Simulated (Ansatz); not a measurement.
**Effect of uniaxial strain ε_zz = +1.28 % on WSe2**

Base system: WSe2 in the 2H-MoS2 type structure (space group P6_3/mmc, No. 194; a = 3.2995 Å, c = 13.1475 Å; layered, stacked along the Cartesian z axis). Axes: x lies along a and z along c of the hexagonal cell.

Now apply this change: uniaxial strain ε_zz = +1.28 %, all other strain components held at zero, atoms relaxed at fixed cell.

All numbers come from DFT with r2SCAN+rVV10, PAW potentials and a 500 eV plane-wave cutoff in Ansatz (an electronic-structure program), no spin-orbit coupling, earlier PAW set. Settings: 11×11×3 k-points, 0.05 eV Fermi–Dirac smearing.

The space group is still P6_3/mmc (No. 194) and the shortest interatomic distance stays essentially unchanged (2.530 Å against 2.531 Å). The energy goes up by 0.5 meV/atom and the pressure (mean of the normal stresses, compression positive) decreases by 0.26 GPa, from -0.01 GPa to -0.27 GPa. The band gap goes up by 0.06 eV, from 1.12 eV to 1.18 eV and the gap character remains indirect, Γ → k = (0.182, 0.182, 0) in the run's primitive reciprocal basis. The smallest direct gap increases by 0.012 eV, from 1.61 eV to 1.63 eV and the hole mass becomes 0.91 mₑ along z, 0.84 mₑ across (at Γ) (base: 0.96 mₑ along c, 0.77 mₑ across (at Γ)). The valence-band top at Γ (three highest levels, from the VBM) becomes 0.00, -1.01, -1.36 eV (base: 0.00, -1.06, -1.29 eV) and the largest internal atomic displacement amounts to 0.020 Å. The stress (xx, yy, zz, yz, xz, xy; compression positive) is (-0.13, -0.13, -0.54, 0.00, 0.00, 0.00) GPa.

Spin-orbit coupling, missing from the scalar runs, can matter with W. Effective masses come from finite differences of ±0.01 Å⁻¹. Whether these cells are dynamically stable was not tested.
